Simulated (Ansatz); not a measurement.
A hypothetical phase is included: elements placed on a structure type, which no database files for this compound.

Inside the gap of an insulator the Bloch states are evanescent, with a wavenumber k + iκ along the transport direction.

Here is the system:

```xyz
12
Lattice="5.3237 0.0000 0.0000 0.0000 5.3237 0.0000 0.0000 0.0000 5.3237" Properties=species:S:1:pos:R:3 pbc="T T T"
Si     3.9928     0.0000     2.6618
Si     2.6618     3.9928     0.0000
Si     2.6618     1.3309     0.0000
Si     1.3309     0.0000     2.6618
Si     0.0000     2.6618     3.9928
Si     0.0000     2.6618     1.3309
C      3.9928     2.6618     0.0000
C      0.0000     3.9928     2.6618
C      0.0000     1.3309     2.6618
C      1.3309     2.6618     0.0000
C      2.6618     0.0000     3.9928
C      2.6618     0.0000     1.3309
```

The cell was relaxed by PBE-D3(BJ).

Transport runs along the normal of the first two printed cell vectors, the (001) plane of the conventional cell.

No gap correction and no spin-orbit coupling; mid-gap is the computed energy nearest the middle.

Task: Compute, with r2SCAN run with Ansatz (a quantum-chemistry and plane-wave program), the band gap and the smallest decay constant κ at mid-gap.

Result: Gap 2.12 eV on a 6×6×6 mesh; κ = 0.214 1/Å, at the zone centre.
